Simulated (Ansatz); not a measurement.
The parent structure is BP in the zinc blende structure (space group F-43m, No. 216).

```xyz
2
Lattice="0.0000 2.2682 2.2682 2.2682 0.0000 2.2682 2.2682 2.2682 0.0000" Properties=species:S:1:pos:R:3 pbc="T T T"
P      3.4023     3.4023     3.4023
B      0.0000     0.0000     0.0000
```

Level of theory: Ansatz (a first-principles code) r2SCAN, no SOC, earlier PAW set.

One change was made to it. Results:

```tsv
quantity	base	after
band gap	1.41 eV	1.27 eV
hole mass (degenerate bands, along [100])	0.24, 0.24, 0.32 mₑ (at Γ)	0.23, 0.23, 0.36 mₑ (at Γ)
smallest direct gap	3.60 eV	3.75 eV
width of the top valence band	5.74 eV	6.29 eV
lattice parameter a	4.536 Å	4.402 Å
```

Name the change that was made.
A. pressure −1 GPa
B. pressure 18 GPa
C. pressure 1.8 GPa

B, pressure 18 GPa. For comparison, the band gap in the other runs: pressure −1 GPa gives 1.42 eV; pressure 1.8 GPa gives 1.39 eV.

Load acts through the strain it causes; cell and atoms are relaxed under it. Masses are band curvatures over ±0.01 Å⁻¹ around the edge. Stability against distortions was not tested. No other phases were tried under pressure.
